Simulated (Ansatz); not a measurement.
Take PbF₂ in the fluorite structure (space group Fm-3m, No. 225; a = 6.0007 Å) as the base.

All numbers come from PBE in Ansatz (plane waves to 420 eV, PAW, no spin-orbit coupling).

Base values:

```
Property                         Value
-----------------------------  -------
Band gap                       4.42 eV
Smallest direct gap            4.56 eV
Shortest interatomic distance  2.598 Å
```

Modification: a hydrostatic pressure of 9 GPa.

What does the calculation give for the band gap, smallest direct gap and shortest interatomic distance after the change?

The band gap drops by 0.03 eV, from 4.42 eV to 4.39 eV; the smallest direct gap shrinks by 0.01 eV to 4.55 eV; the shortest interatomic distance shrinks by 0.089 Å to 2.509 Å.

Spin-orbit coupling, missing from the scalar runs, can matter with Pb. Load acts through the strain it causes; cell and atoms are relaxed under it. Whether these cells are dynamically stable was not tested. Competing high-pressure phases were not computed.

Ansatz is a program for electronic structure.
